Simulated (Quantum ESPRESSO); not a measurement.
A self-consistent single point of CaZn (P1, 2 atoms in the cell) with Quantum ESPRESSO.

Method: LDA (PZ), GBRV 1.5 ultrasoft (LDA) pseudopotentials (plane waves; Quantum ESPRESSO).

```
CaZn
1.0
    1.95899     1.13102     4.29705
   -1.95899     1.13102     4.29705
    0.00000    -2.26205     4.29705
Ca Zn
1 1
Cartesian
 -0.00203   0.00616  -0.05105
  0.00203  -0.00616   6.49663
```

Reference input (self-consistent single point, DFT, PBEsol, plane waves, GBRV 1.5 ultrasoft (PBESOL) pseudopotentials): ecutwfc = 50 Ry; ecutrho = 250 Ry; occupations = smearing; smearing = gaussian; degauss = 0.0147 Ry; potentials = {Ca: ca_pbesol_v1.uspp.F.UPF, Zn: zn_pbesol_v1.uspp.F.UPF}; K_POINTS = automatic 7 7 7 0 0 0; conv_thr = 1e-09 Ry; mixing_beta = 0.7. This run's input differs from it in these lines:

```diff
@@ -23,4 +23,4 @@
 ATOMIC_SPECIES
-Ca    40.0780  ca_pbesol_v1.uspp.F.UPF
-Zn    65.3800  zn_pbesol_v1.uspp.F.UPF
+Ca    40.0780  ca_lda_v1.uspp.F.UPF
+Zn    65.3800  zn_lda_v1.uspp.F.UPF
 ATOMIC_POSITIONS {alat}
```

Log, with long lists cut:

```
     Self-consistent Calculation

     iteration #  1     ecut=    50.00 Ry     beta= 0.70

     Threshold (ethr) on eigenvalues was too large:
     Diagonalizing with lowered threshold

     total energy              =    -536.11767112 Ry
     estimated scf accuracy    <       0.04745487 Ry

     iteration #  2     ecut=    50.00 Ry     beta= 0.70

     total energy              =    -536.12758049 Ry
     estimated scf accuracy    <       0.09779825 Ry

     iteration #  3     ecut=    50.00 Ry     beta= 0.70

     total energy              =    -536.14503477 Ry
     estimated scf accuracy    <       0.00079933 Ry

   [... 4 blocks of this kind left out ...]

     iteration #  8     ecut=    50.00 Ry     beta= 0.70

     total energy              =    -536.14538344 Ry
     estimated scf accuracy    <          2.7E-09 Ry

     iteration #  9     ecut=    50.00 Ry     beta= 0.70
     End of self-consistent calculation

     Number of k-points >= 100: set verbosity='high' to print the bands.

     the Fermi energy is     6.5849 ev

!    total energy              =    -536.14538344 Ry
     estimated scf accuracy    <          6.1E-10 Ry
     smearing contrib. (-TS)   =      -0.00228214 Ry
     internal energy E=F+TS    =    -536.14310130 Ry

     convergence has been achieved in   9 iterations

     Forces acting on atoms (cartesian axes, Ry/au):

     atom    1 type  1   force =     0.00023708   -0.00071193    0.00836578
     atom    2 type  2   force =    -0.00023708    0.00071193   -0.00836578

     Total force =     0.011878     Total SCF correction =     0.000029

          total   stress  (Ry/bohr**3)                   (kbar)     P=      -30.79
  -0.00017125  -0.00000040   0.00000057          -25.19       -0.06        0.08
  -0.00000040  -0.00017366  -0.00000148           -0.06      -25.55       -0.22
   0.00000057  -0.00000148  -0.00028296            0.08       -0.22      -41.62

   JOB DONE.
```

The run converged in 9 iterations. Against the reference run the pressure goes from -1.47 to -3.08 GPa and the largest force goes from 0.247 to 0.216 eV/Å.

The starting cell comes from a database of computed structures (which also holds hypothetical and non-ambient phases and stackings), without a prior relaxation at this level. Its atoms were displaced at random from the sites of space group no. 166. With a pressure of about -3 GPa the cell is away from its equilibrium volume at this level.

Cost on one core of a shared machine: roughly 2 min.
